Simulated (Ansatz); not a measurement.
We consider LiF (model structure, F-43m, No. 216, 2 atoms in the cell), described by LDA (Ansatz, a first-principles code, PAW).

Numerical settings: plane-wave cutoff 520 eV, 14×14×14 k mesh, Fermi–Dirac smearing 0.01 eV, scalar-relativistic PAW data made under PBE.

Computed at the level's own relaxed cell.

```xyz
2
Lattice="0.0000 2.1019 2.1019 2.1019 0.0000 2.1019 2.1019 2.1019 0.0000" Properties=species:S:1:pos:R:3 pbc="T T T"
Li     0.0000     0.0000     0.0000
F      1.0509     1.0509     1.0509
```

Q: List the 5 lowest band energies at Γ above −25 eV (eV, relative to the valence band maximum), grouping those that round alike.

A: At Γ: -19.02, 0.00 (×3), 7.96.

Note: the relaxation could raise the start's symmetry but not lower it, so the cell can be a saddle point.

A model structure was made by putting elements into a prototype or built by hand; it is no filed structure, need not be a known phase, and can be a saddle point held by its symmetry.
